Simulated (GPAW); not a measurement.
**GPAW run on Mg14ZrBi (P-6m2, 16 atoms in the cell): self-consistent single point**

Method: PBEsol, GPAW PAW datasets PBEsol (made by gpaw-setup) (plane waves; GPAW).

The input file:

```python
from ase import Atoms
from ase.units import GPa
from gpaw import GPAW, PW, FermiDirac

atoms = Atoms(['Mg', 'Mg', 'Mg', 'Mg', 'Mg', 'Mg', 'Mg', 'Mg', 'Mg', 'Mg', 'Mg', 'Mg', 'Mg', 'Mg', 'Zr', 'Bi'],
              cell=[[6.396280, 0.000000, 0.000000],
                    [-3.198140, 5.539341, 0.000000],
                    [0.000000, 0.000000, 10.522980]],
              scaled_positions=[[0.004990, 0.502495, 0.000000],
                                [0.497505, 0.995010, 0.000000],
                                [0.497505, 0.502495, 0.000000],
                                [0.997040, 0.498520, 0.500000],
                                [0.501480, 0.002960, 0.500000],
                                [0.501480, 0.498520, 0.500000],
                                [0.163820, 0.836180, 0.242750],
                                [0.672360, 0.836180, 0.757250],
                                [0.163820, 0.327640, 0.242750],
                                [0.163820, 0.836180, 0.757250],
                                [0.672360, 0.836180, 0.242750],
                                [0.163820, 0.327640, 0.757250],
                                [0.666667, 0.333333, 0.243110],
                                [0.666667, 0.333333, 0.756890],
                                [0.000000, 0.000000, 0.000000],
                                [0.000000, 0.000000, 0.500000]],
              pbc=True)

calc = GPAW(mode=PW(850),
            xc='PBEsol',
            kpts={'size': (3, 3, 2), 'gamma': True},
            occupations=FermiDirac(0.05),
            nbands=-22,
            convergence={'density': 1e-05, 'energy': 1e-05},
            symmetry={'symmorphic': False, 'tolerance': 0.0005},
            maxiter=100,
            txt='-')

atoms.calc = calc

energy = atoms.get_potential_energy()
print('Energy (eV):', round(energy, 6))
forces = atoms.get_forces()
print('Forces (eV/Ang):')
print(forces.round(5))
stress = atoms.get_stress()
print('Stress (GPa, Voigt):', (stress / GPa).round(4))
```

Log, with long lists cut:

```
Input parameters:
  convergence: {density: 1e-05,
                energy: 1e-05}
  kpts: {gamma: True,
         size: (3, 3, 2)}
  maxiter: 100
  mode: {ecut: 850.0,
         name: pw}
  nbands: -22
  occupations: {fixmagmom: False,
                name: fermi-dirac,
                width: 0.05}
  symmetry: {symmorphic: False,
             tolerance: 0.0005}
  xc: PBEsol

species:
  Mg:
    name: Magnesium
    Z: 12.0
    valence: 10
    core: 2
    charge: 0.0
    file: Mg.PBEsol.gz

    # Using partial waves for Mg as LCAO basis

  Zr:
    name: Zirconium
    Z: 40.0
    valence: 12
    core: 28
    charge: 0.0
    file: Zr.PBEsol.gz

    # Using partial waves for Zr as LCAO basis

  Bi:
    name: Bismuth
    Z: 83.0
    valence: 15
    core: 68
    charge: 0.0
    file: Bi.PBEsol.gz

    # Using partial waves for Bi as LCAO basis

Reference energy: -758659.341748  # eV

Spin-paired calculation

Convergence criteria:
 Maximum [total energy] change in last 3 cyles: 1e-05 eV / valence electron
 Maximum integral of absolute [dens]ity change: 1e-05 electrons / valence electron
 Maximum integral of absolute [eigenst]ate change: 4e-08 eV^2 / valence electron
 Maximum number of scf [iter]ations: 100

Symmetries present (total): 12
Symmetries with fractional translations: 0
18 k-points: 3 x 3 x 2 Monkhorst-Pack grid + [0.000000,0.000000,1/4]
6 k-points in the irreducible part of the Brillouin zone
       k-points in crystal coordinates                weights
   0:     0.00000000    0.00000000    0.00000000          1/18
   1:     0.00000000    0.00000000    0.50000000          1/18
   2:     0.33333333    0.00000000    0.00000000          6/18
   3:     0.33333333    0.00000000    0.50000000          6/18
   4:     0.33333333    0.33333333    0.00000000          2/18
   5:     0.33333333    0.33333333    0.50000000          2/18

Wave functions: Plane wave expansion
  Cutoff energy: 850.000 eV
  Number of coefficients (min, max): 20948, 21018
  Pulay-stress correction: 0.000000 eV/Ang^3 (de/decut=0.000000)

Occupation numbers: Fermi-Dirac:
  width: 0.0500  # eV

Eigensolver

Densities:
  Coarse grid: 45*45*72 grid
  Fine grid: 90*90*144 grid
  Total Charge: 0.000000

Density mixing:
  Method: separate
  Backend: pulay
  Linear mixing parameter: 0.05
  old densities: 5
  Damping of long wavelength oscillations: 50

Hamiltonian:
  XC and Coulomb potentials evaluated on a 90*90*144 grid
  External potential:
    NoExternalPotential

XC parameters: PBEsol with 2 nearest neighbor stencil

Number of atoms: 16
Number of atomic orbitals: 134
Number of bands in calculation: 105
Number of valence electrons: 167
Bands to converge: occupied

Density initialized from atomic densities
  105 bands from LCAO basis set

Atomic positions and initial magnetic moments

Positions:
   0 Mg    -1.575132    2.783491    0.000000    ( 0.0000,  0.0000,  0.0000)
   1 Mg    -0.000000    5.511700    0.000000    ( 0.0000,  0.0000,  0.0000)
   2 Mg     1.575132    2.783491    0.000000    ( 0.0000,  0.0000,  0.0000)
   3 Mg     4.783010    2.761472    5.261490    ( 0.0000,  0.0000,  0.0000)
   4 Mg     3.198140    0.016396    5.261490    ( 0.0000,  0.0000,  0.0000)
   5 Mg     1.613270    2.761472    5.261490    ( 0.0000,  0.0000,  0.0000)
   6 Mg    -1.626382    4.631886    2.554453    ( 0.0000,  0.0000,  0.0000)
   7 Mg     1.626382    4.631886    7.968527    ( 0.0000,  0.0000,  0.0000)
   8 Mg     0.000000    1.814910    2.554453    ( 0.0000,  0.0000,  0.0000)
   9 Mg    -1.626382    4.631886    7.968527    ( 0.0000,  0.0000,  0.0000)
  10 Mg     1.626382    4.631886    2.554453    ( 0.0000,  0.0000,  0.0000)
  11 Mg     0.000000    1.814910    7.968527    ( 0.0000,  0.0000,  0.0000)
  12 Mg     3.198143    1.846445    2.558242    ( 0.0000,  0.0000,  0.0000)
  13 Mg     3.198143    1.846445    7.964738    ( 0.0000,  0.0000,  0.0000)
  14 Zr     0.000000    0.000000    0.000000    ( 0.0000,  0.0000,  0.0000)
  15 Bi     0.000000    0.000000    5.261490    ( 0.0000,  0.0000,  0.0000)

Unit cell:
           periodic     x           y           z      points  spacing
  1. axis:    yes    6.396280    0.000000    0.000000    45     0.1231
  2. axis:    yes   -3.198140    5.539341    0.000000    45     0.1231
  3. axis:    yes    0.000000    0.000000   10.522980    72     0.1462

  Lengths:   6.396280   6.396280  10.522980
  Angles:   90.000000  90.000000 120.000000

Effective grid spacing dv^(1/3) = 0.1367

     iter     time        total  log10-change:
                         energy   eigst   dens
iter:   1 --:--:--   -40.256499
iter:   2 --:--:--   -39.609105   -0.40  -1.43
iter:   3 --:--:--   -39.418370   -1.17  -1.53
iter:   4 --:--:--   -39.189604   -1.60  -1.60
iter:   5 --:--:--   -39.183877   -1.99  -1.83
iter:   6 --:--:--   -39.190690   -2.46  -2.06
iter:   7 --:--:--   -39.175610   -3.15  -2.29
iter:   8 --:--:--   -39.145714   -3.01  -2.49
iter:   9 --:--:--   -39.143811   -4.04  -2.67
iter:  10 --:--:--   -39.143420   -4.41  -2.99
iter:  11 --:--:--   -39.141544   -4.70  -3.12
iter:  12 --:--:--   -39.141435   -5.61  -3.25
iter:  13 --:--:--   -39.141434c  -5.99  -3.25
iter:  14 --:--:--   -39.141051c  -5.46  -3.31
iter:  15 --:--:--   -39.141044c  -5.97  -3.68
iter:  16 --:--:--   -39.140987c  -6.09  -3.77
iter:  17 --:--:--   -39.140993c  -6.52  -3.91
iter:  18 --:--:--   -39.141010c  -7.05  -3.95
iter:  19 --:--:--   -39.141034c  -6.83  -4.01
iter:  20 --:--:--   -39.141031c  -7.32  -4.14
iter:  21 --:--:--   -39.141032c  -8.34c -4.24
iter:  22 --:--:--   -39.141022c  -7.64c -4.27
iter:  23 --:--:--   -39.141022c  -8.57c -4.51
iter:  24 --:--:--   -39.141024c  -7.96c -4.57
iter:  25 --:--:--   -39.141018c  -8.31c -4.99
iter:  26 --:--:--   -39.141019c  -9.43c -5.39c

Converged after 26 iterations.

Dipole moment: (-13.328383, 7.695146, 0.000000) |e|*Ang

Energy contributions relative to reference atoms: (reference = -758659.341748)

Kinetic:        -11.326204
Potential:      +28.495272
External:        +0.000000
XC:             -54.607051
Entropy (-ST):   -0.061873
Local:           -1.672100
SIC:             +0.000000
--------------------------
Free energy:    -39.171955
Extrapolated:   -39.141019

Showing only first 2 kpts
 Kpt  Band  Eigenvalues  Occupancy
  0    81      3.16946    2.00000
  0    82      3.28764    2.00000
  0    83      3.28765    2.00000
  0    84      3.39866    2.00000

  1    81      3.49649    2.00000
  1    82      3.49650    2.00000
  1    83      3.58696    1.99999
  1    84      4.07812    1.87066

Fermi level: 4.21170

No gap
No difference between direct/indirect transitions
Energy (eV): -39.141019

Forces in eV/Ang:
  0 Mg    0.03637    0.02100    0.00000
  1 Mg    0.00000   -0.04200    0.00000
  2 Mg   -0.03637    0.02100    0.00000
  3 Mg    0.03967    0.02291    0.00000
  4 Mg    0.00000   -0.04581    0.00000
  5 Mg   -0.03967    0.02291    0.00000
  6 Mg   -0.10427    0.06020    0.06279
  7 Mg    0.10427    0.06020   -0.06279
  8 Mg   -0.00000   -0.12040    0.06279
  9 Mg   -0.10427    0.06020   -0.06279
 10 Mg    0.10427    0.06020    0.06279
 11 Mg   -0.00000   -0.12040   -0.06279
 12 Mg    0.00000    0.00000    0.09192
 13 Mg    0.00000    0.00000   -0.09192
 14 Zr    0.00000    0.00000    0.00000
 15 Bi   -0.00000    0.00000    0.00000

Stress tensor:
     0.005069     0.000000     0.000000
     0.000000     0.005069     0.000000
     0.000000     0.000000     0.010900
Stress (GPa, Voigt): [0.8121 0.8121 1.7463 0.     0.     0.    ]
```

The run converged in 26 iterations. GPAW prints stress with tension positive.

The starting cell comes from a database of computed structures (which also holds hypothetical and non-ambient phases and stackings), without a prior relaxation at this level. Spin-orbit coupling is off.

Cost on one core of a shared machine: roughly 10 min.
